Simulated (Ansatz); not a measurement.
Checking a run of Ansatz (a first-principles code) on SnI₂ (P4_2/mnm, 6 atoms in the cell). The aim is a self-consistent single point with DFT, LDA (PW92), plane waves, default PAW files made with PBE.

Input as run:

Ansatz 0.2 input:
```yaml
# SnI2
crystal:
  lattice:
    - [7.02941500, 0.00000000, 0.00000000]
    - [0.00000000, 7.02941500, 0.00000000]
    - [0.00000000, 0.00000000, 4.52697900]
  atoms:
    - { symbol: Sn, position: [0.00000000, 0.00000000, 0.00000000] }
    - { symbol: Sn, position: [0.50000000, 0.50000000, 0.50000000] }
    - { symbol: I, position: [0.30496000, 0.30496000, 0.00000000] }
    - { symbol: I, position: [0.80496000, 0.19504000, 0.50000000] }
    - { symbol: I, position: [0.19504000, 0.80496000, 0.50000000] }
    - { symbol: I, position: [0.69504000, 0.69504000, 0.00000000] }
basis:
  ecutrho_ratio: 2
kpoints:
  mp_grid:
    grid: [3, 3, 5]
hamiltonian:
  xc: lda
  pseudopotentials:
    kind: paw
scf:
  occupations:
    method: gaussian
    width: 0.0073 Ry
output:
  forces: true
  eigenvalues: true
  stress: true
```

The program printed (abridged):

```
WARN basis.ecutwfc = 420 eV, the default
WARN basis.ecutrho_ratio = 2 (ecutrho = 840 eV) is below the records' recommended cutoff
   [... lines left out ...]
WARN ansatz: RAYON_NUM_THREADS=1 ignored (pool sized by the plan → 1); use --threads N
Pseudopotentials: kind: paw
Pseudopotential: Sn, paw, valence charge 14
Pseudopotential: I, paw, valence charge 17
Crystal: 6 atoms, lattice volume = 223.690 Å³
Basis set: ecut = 420 eV, 4355 PW (Γ)
Bands: 58, of which v1, the nominal top of the filled ones, is band 48 counted from 1 (47 counted from 0)
Symmetry: 16 space group operations
Space group: P42/mnm (ITA 136), of the structure as read, at distance tolerance 6.1e-5 Å
k-points: 9 of 45
PAW frozen core: Sn, regenerated for the run's functional, and the local potential with it
PAW frozen core: I, regenerated for the run's functional, and the local potential with it
Initial density: superposition of atomic densities (neutral atoms: chi_scale 0, normalization atom), corrected by the library's trained network
Initial wavefunctions: pseudopotential atomic-orbital guess
Eigensolver: davidson
Functional: x = slater, c = lda
SCF iter   1: F=—  HF=-41184.700124 eV  |F-HF|=—  |Δ(HF+E_count)|=         —  Δρ=4.96e-3  dr2=2.93e-2  ethr=1.77e-3  ⟨swp⟩=9.9  Hψ=2549  notcnv=0  defer=2
all-band conjugate gradients solve this SCF's bands
preconditioner: auto → Resta (q_TF=auto, 2.370 Å⁻¹)
SCF iter   2: F=—  HF=-41184.692552 eV  |F-HF|=—  |Δ(HF+E_count)|=   7.57e-3  Δρ=2.36e-3  dr2=7.04e-3  ethr=3.06e-5  ⟨swp⟩=2.0  Hψ=815  notcnv=0  defer=2
   [... lines left out ...]
SCF iter   5: F=—  HF=-41184.691511 eV  |F-HF|=—  |Δ(HF+E_count)|=   2.00e-5  Δρ=2.52e-5  dr2=3.49e-6  ethr=2.47e-8  ⟨swp⟩=2.0  Hψ=734  notcnv=0  defer=2
SCF iter   6: F=—  HF=-41184.691512 eV  |F-HF|=—  |Δ(HF+E_count)|=   6.07e-7  Δρ=6.12e-6  dr2=1.93e-7  ethr=3.64e-9  ⟨swp⟩=3.0  Hψ=916  notcnv=0  defer=2
SCF iter   7: F=-41184.691512 eV  HF=-41184.691512 eV  |F-HF|=3.71e-10  |Δ(HF+E_count)|=   1.90e-8  Δρ=1.59e-6  dr2=6.98e-9  ethr=1.04e-10  ⟨swp⟩=12.3  Hψ=2473  notcnv=0
SCF 1 converged in 7 iterations: F = -41184.691512 eV  dr2 = 6.98e-9
Free energy (F): -41184.691512 eV
Internal energy: -41184.691512 eV  (E = F + TS)
E sigma→0 (E₀):  -41184.691512 eV
Fermi energy:    7.246238 eV
--- Forces (eV/Å), atoms counted from 1 ---
  atom   1  Sn     0.00000000     0.00000000     0.00000000
  atom   2  Sn     0.00000000     0.00000000     0.00000000
  atom   3  I     -0.37523126    -0.37523126     0.00000000
  atom   4  I     -0.37523126     0.37523126     0.00000000
  atom   5  I      0.37523126    -0.37523126     0.00000000
  atom   6  I      0.37523126     0.37523126     0.00000000
--- Stress (GPa, compression-positive) ---
        3.496820       0.000000       0.000000
        0.000000       3.496820       0.000000
        0.000000       0.000000       4.513930
  P = ⅓ Tr σ = 3.8359 GPa (38.359 kbar)
  The stress holds the Pulay correction, which leaves out the density cutoff's part. Without it, at fixed plane waves, as pw.x and ABINIT print it …
settings of this run that can trade accuracy for cost: basis.ecutrho_ratio < 4. Do not mix this run's numbers with those of runs without the same settings …
```

**Question.** Is this run sound? If not, what is wrong?

**Answer.** The compared values did not move, but the log warns. The input holds a density cutoff or grid that is too coarse, which can do harm: the charge density holds wave vectors up to twice those of the orbitals (four times the energy cutoff), and augmentation charges need more still. The run converged in 7 iterations, and against the sound input the free energy hardly moves (within 1 meV/atom), the pressure moves little (3.85 to 3.84 GPa), the largest force moves little (0.530 to 0.531 eV/Å) and the gap on the mesh stays at 1.028 eV. The full log also holds (shortened here): “WARN basis.ecutrho_ratio = 2 (ecutrho = 840 eV) is below the records' recommended cutoff”. At a fixed set of plane waves, without the program's Pulay estimate, the pressure is 3.80 GPa against 3.81 GPa.

The sound input it was made from differs as follows (other fixes are possible):
```diff
-basis:
-  ecutrho_ratio: 2
```

With that input, the run converged in 7 iterations: free energy E − TS (on the zero of these files) -41184.6863 eV; top of the valence band (on the code's own zero) 6.73 eV; gap on the k-point mesh 1.03 eV; pressure 3.85 GPa; largest force (vector length) 0.530 eV/Å (DFT, LDA (PW92), plane waves, default PAW files made with PBE).

On the sound input: the starting cell was generated: these elements placed on a structure prototype, without a prior relaxation; it need not be a known phase or ordering of this composition. Its lattice was rescaled by a random factor within 2.5 % of one. Spin-orbit coupling is off. With a pressure of about 4 GPa the cell is away from its equilibrium volume at this level. Ansatz's pressure includes its estimate of the finite-basis (Pulay) stress.
